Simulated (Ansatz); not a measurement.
```yaml
crystal:
  lattice:
    - [21.00000, 0.00000, 0.00000]
    - [0.00000, 14.50000, 0.00000]
    - [0.00000, 0.00000, 5.46034]
  atoms:
    - { symbol: S, position: [0.26835, 0.39282, 0.65818] }
    - { symbol: Mo, position: [0.28057, 0.50000, 0.35421] }
    - { symbol: S, position: [0.26835, 0.60718, 0.65818] }
    - { symbol: S, position: [0.34880, 0.38988, 0.16234] }
    - { symbol: Mo, position: [0.34435, 0.50000, 0.84109] }
    - { symbol: S, position: [0.34880, 0.61012, 0.16234] }
    - { symbol: S, position: [0.42254, 0.39392, 0.66793] }
    - { symbol: Mo, position: [0.42394, 0.50000, 0.32814] }
    - { symbol: S, position: [0.42254, 0.60608, 0.66793] }
    - { symbol: S, position: [0.50000, 0.39185, 0.16646] }
    - { symbol: Mo, position: [0.50000, 0.50000, 0.83308] }
    - { symbol: S, position: [0.50000, 0.60815, 0.16646] }
    - { symbol: S, position: [0.57746, 0.39392, 0.66793] }
    - { symbol: Mo, position: [0.57606, 0.50000, 0.32814] }
    - { symbol: S, position: [0.57746, 0.60608, 0.66793] }
    - { symbol: S, position: [0.65120, 0.38988, 0.16234] }
    - { symbol: Mo, position: [0.65565, 0.50000, 0.84109] }
    - { symbol: S, position: [0.65120, 0.61012, 0.16234] }
    - { symbol: S, position: [0.73165, 0.39282, 0.65818] }
    - { symbol: Mo, position: [0.71943, 0.50000, 0.35421] }
    - { symbol: S, position: [0.73165, 0.60718, 0.65818] }
```

All values below come from PBE (plane waves to 420 eV, PAW; Ansatz, a quantum-chemistry and plane-wave program). Mesh 1×1×6. No spin polarisation, so a magnetic state wasn't tested. Isolated but for its images some 11 Å away. An idealised model, cut from the flat sheet. It keeps the symmetry and period of its start, so it need not be a minimum against all distortions. Values not marked SOC lack spin–orbit coupling.

### Question
Tabulate the two highest filled and two lowest empty levels along the axis, from the valence top.

### Answer
| k (2π/c) | v2 (eV) | v1 (eV) | c1 (eV) | c2 (eV) |
|---|---|---|---|---|
| 0.000 | -0.21 | 0.00 | 0.47 | 0.48 |
| 0.042 | -0.20 | -0.01 | 0.47 | 0.48 |
| 0.083 | -0.20 | -0.04 | 0.47 | 0.49 |
| 0.125 | -0.21 | -0.07 | 0.47 | 0.52 |
| 0.167 | -0.22 | -0.12 | 0.46 | 0.53 |
| 0.208 | -0.23 | -0.17 | 0.45 | 0.53 |
| 0.250 | -0.24 | -0.21 | 0.46 | 0.54 |
| 0.292 | -0.24 | -0.24 | 0.46 | 0.54 |
| 0.333 | -0.26 | -0.25 | 0.48 | 0.55 |
| 0.375 | -0.27 | -0.25 | 0.49 | 0.55 |
| 0.417 | -0.27 | -0.25 | 0.51 | 0.54 |
| 0.458 | -0.28 | -0.25 | 0.52 | 0.54 |
| 0.500 | -0.28 | -0.24 | 0.52 | 0.54 |
